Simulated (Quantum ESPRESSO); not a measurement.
A working Quantum ESPRESSO input for Li2SnF6 (P-31m, 9 atoms in the cell) (DFT, PBEsol, plane waves, GBRV 1.5 ultrasoft (PBESOL) pseudopotentials):

```fortran
&control
   calculation = 'scf'
   prefix = 'pwscf'
   outdir = './tmp/'
   pseudo_dir = './'
   tprnfor = .true.
   tstress = .true.
/
&system
   ibrav = 4
   A = 4.909509781
   C = 4.538040000
   nat = 9
   ntyp = 3
   ecutwfc = 40
   ecutrho = 200
   occupations = 'smearing'
   smearing = 'gauss'
   degauss = 0.00147
/
&electrons
   conv_thr = 1.0d-10
/
ATOMIC_SPECIES
Li     6.9400  li_pbesol_v1.4.uspp.F.UPF
Sn   118.7100  sn_pbesol_v1.4.uspp.F.UPF
F     18.9984  f_pbesol_v1.4.uspp.F.UPF
ATOMIC_POSITIONS crystal
Li    0.666666667    0.333333333    0.500000000
Li    0.333333333    0.666666667    0.500000000
Sn    0.000000000    0.000000000    0.000000000
F     0.329090000    0.329090000    0.255030000
F     0.670910000    0.670910000    0.744970000
F     0.670910000    0.000000000    0.255030000
F     0.329090000    0.000000000    0.744970000
F     0.000000000    0.670910000    0.255030000
F     0.000000000    0.329090000    0.744970000
K_POINTS automatic
8 8 7  0 0 0
```

The run converged in 10 iterations: free energy E − TS -6525.2424 eV; top of the valence band (on the code's own zero) 2.04 eV; gap on the k-point mesh 5.21 eV; pressure 1.02 GPa; largest force (vector length) 0.050 eV/Å. Each of these slips is then made, one at a time:

(1)
```diff
-   degauss = 0.00147
+   degauss = 0.2
```

(2)
```diff
-   degauss = 0.00147
```

Question: Predict the outcome of each change.

Answer: 
(1) A smearing width that is far too large. The run converged in 10 iterations without an error; against the sound input the free energy goes down by 39.5 meV/atom, the pressure goes from 1.02 to 5.34 GPa, the largest force goes from 0.050 to 0.565 eV/Å and no clean gap remains on the mesh (levels overlap or are partly filled), against 5.21 eV before.

(2) Smearing without a width. The program stopped before any SCF iteration.
```
Error in routine  set_occupations (1):
smearing requires a value for gaussian broadening (degauss)
```

The starting cell comes from a database of computed structures (which also holds hypothetical and non-ambient phases and stackings), without a prior relaxation at this level.

Left out of this page: 5 runs of the series outside the window shown, repeating another row's setting, or not comparable.
